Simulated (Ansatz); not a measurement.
The reference is SnS2 in the CdI2 type structure (space group P-3m1, No. 164; a = 3.6261 Å, c = 5.5729 Å; layered, stacked along the Cartesian z axis).

Computed with DFT with PBEsol-D3(BJ), PAW potentials and a 420 eV plane-wave cutoff in Ansatz (a program for electronic structure), no spin-orbit coupling.

One change was made to it. Results:

```json
[
 {"quantity": "band gap", "base": "0.96 eV", "after": "zero"},
 {"quantity": "lattice parameter a", "base": "3.626 Å", "after": "3.417 Å"},
 {"quantity": "c/a ratio", "base": "1.537", "after": "1.383"}
]
```

Problem. Which change produced these results?
(A) pressure 15 GPa
(B) pressure 75 GPa
(C) pressure −2 GPa
(D) pressure 30 GPa

Solution. D, pressure 30 GPa. For comparison, the lattice parameter a in the other runs: pressure 15 GPa gives 3.504 Å; pressure −2 GPa gives 3.653 Å; pressure 75 GPa gives 3.155 Å.

The mesh was chosen for an insulator and is coarse for the gapless case. Load acts through the strain it causes; cell and atoms are relaxed under it. No phonon test of stability was made. Competing high-pressure phases were not computed. All final runs are without spin polarisation. The zero or small gap of SnS2 under pressure 30 GPa and SnS2 under pressure 15 GPa can change with the level of theory.
